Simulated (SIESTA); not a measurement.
Worked example: self-consistent single point of RbCrSe2 (P1, 4 atoms in the cell) in SIESTA.

Level of theory: GGA PBEsol, numerical atomic orbitals DZP, PseudoDojo PBEsol standard norm-conserving potentials (rewritten from UPF to PSML) (SIESTA).

The change in words: atoms moved at random. Reference geometry:
```xyz
4
Lattice="1.9273 1.1127 7.7443 -1.9273 1.1127 7.7443 0.0000 -2.2255 7.7443" Properties=species:S:1:pos:R:3 pbc="T T T"
Rb     0.0000     0.0000     3.8548
Cr     0.0000     0.0000    23.1806
Se     0.0000     0.0000     9.0281
Se     0.0000     0.0000    14.1127
```
Moments meant for the start (each program seeds them in its own way; μB, in the order of the atoms Rb Cr Se Se): 0.0 3.0 0.0 0.0.

Reference input (self-consistent single point, DFT, GGA PBEsol, numerical atomic orbitals DZP, PseudoDojo PBEsol standard norm-conserving potentials (rewritten from UPF to PSML)): XC.functional = GGA; XC.authors = PBEsol; potentials = PseudoDojo PBEsol standard; PAO.BasisSize = DZP; PAO.EnergyShift = 0.01 Ry; MeshCutoff = 350 Ry; kgrid.MonkhorstPack = 4 4 4; OccupationFunction = FD; ElectronicTemperature = 0.01 eV; Spin = polarized; DM.InitSpin = [1 +0.00, 2 +3.00, 3 +0.00, 4 +0.00]; MaxSCFIterations = 150. This run's input differs from it in these lines:

```diff
@@ -19,6 +19,6 @@
 %block AtomicCoordinatesAndAtomicSpecies
-    -0.000000000   -0.000000314    7.284524318  1
-    -0.000000000   -0.000001885   43.804919748  2
-     0.000000000   -0.000000734   17.060722988  3
-     0.000000000   -0.000001148   26.669077298  3
+    -0.049707734   -0.039103646    7.229176216  1
+    -0.090721713    0.014635576   43.899415436  2
+     0.108127432    0.131646041   16.980583855  3
+     0.032298372   -0.107184156   26.710054210  3
 %endblock AtomicCoordinatesAndAtomicSpecies
```

The program printed (abridged):

```
        iscf     Eharris(eV)        E_KS(eV)     FreeEng(eV)     dDmax    Ef(eV) dHmax(eV)
   scf:    1    -9585.632286    -9692.857233    -9692.859379  0.386887 -0.119830 49.134717
     spin moment: {S} , |S| = {        0.0        0.0    1.76549 }     1.76549
   scf:    2    -9762.167718    -9739.524421    -9739.524421  0.415121 -2.595162 13.556343
     spin moment: {S} , |S| = {        0.0        0.0    3.00000 }     3.00000
   scf:    3    -9745.867381    -9743.531950    -9743.531950  0.140721 -3.440527  4.117062
     spin moment: {S} , |S| = {        0.0        0.0    3.00000 }     3.00000
   [... lines left out ...]
     spin moment: {S} , |S| = {        0.0        0.0    3.00000 }     3.00000
   scf:   17    -9744.518017    -9744.518015    -9744.518015  0.000172 -3.795668  0.000437
     spin moment: {S} , |S| = {        0.0        0.0    3.00000 }     3.00000
   scf:   18    -9744.518015    -9744.518015    -9744.518015  0.000026 -3.795721  0.000197
     spin moment: {S} , |S| = {        0.0        0.0    3.00000 }     3.00000
   scf:   19    -9744.518015    -9744.518015    -9744.518015  0.000007 -3.795765  0.000137
     spin moment: {S} , |S| = {        0.0        0.0    3.00000 }     3.00000
SCF Convergence by DM+H criterion
max |DM_out - DM_in|         :     0.0000071487
max |H_out - H_in|      (eV) :     0.0001373647
SCF cycle converged after 19 iterations

Using DM_out to compute the final energy and forces

siesta: E_KS(eV) =            -9744.5180

siesta: E_KS - E_eggbox =     -9744.5180

siesta: Atomic forces (eV/Ang):
     1    0.081152    0.024763    0.136285
     2    0.816707    0.101861   -0.713764
     3   -0.652064   -0.488553    0.556458
     4   -0.245473    0.361947    0.021997
   Tot    0.000323    0.000018    0.000975
   Max    0.816707
   Res    0.445148    sqrt( Sum f_i^2 / 3N )
   Max    0.816707    constrained

Stress tensor Voigt[x,y,z,yz,xz,xy] (kbar):       -7.08        7.18       12.82       13.31        5.71       -5.66
(Free)E + p*V (eV/cell)    -9744.7859
   [... lines left out ...]
siesta: FreeEng =     -9744.518015
siesta: Cell volume =         99.651780 Ang**3
siesta:          -4.30737830         54.09807307  kBar
   [... lines left out ...]

              0.015   0.009

mulliken: Qtot =       26.000

Mulliken Atomic Populations:
Atom #   charge [q] valence [e]      Sz [e]  Species
     1     0.203733    8.796267   -0.012787  Rb
     2    -0.390973   14.390973    3.474584  Cr
     3     0.104606   15.895394   -0.220584  Se
     4     0.082634   15.917366   -0.241212  Se
 Total    -0.000000                3.000000
```

The run converged in 19 iterations. Against the reference run the free energy rises by 22.7 meV/atom, the pressure goes from -1.37 to -0.43 GPa, the largest force goes from 0.121 to 1.089 eV/Å, the gap on the mesh goes from 0.794 to 0.632 eV and the size of the net moment stays at 0.75 μB/atom.

The starting cell comes from a database of computed structures (which also holds hypothetical and non-ambient phases and stackings), without a prior relaxation at this level. For this run, on top of that: atoms moved at random. With one magnetic atom in the cell only a parallel order is possible. Values carry the incompleteness of an atom-centred basis. The basis of the alkali or alkaline-earth atoms may lack their empty d shell, which can raise the gap. Forces in this geometry exceed 1 eV/Å.

Cost on one core of a shared machine: roughly 4 min.
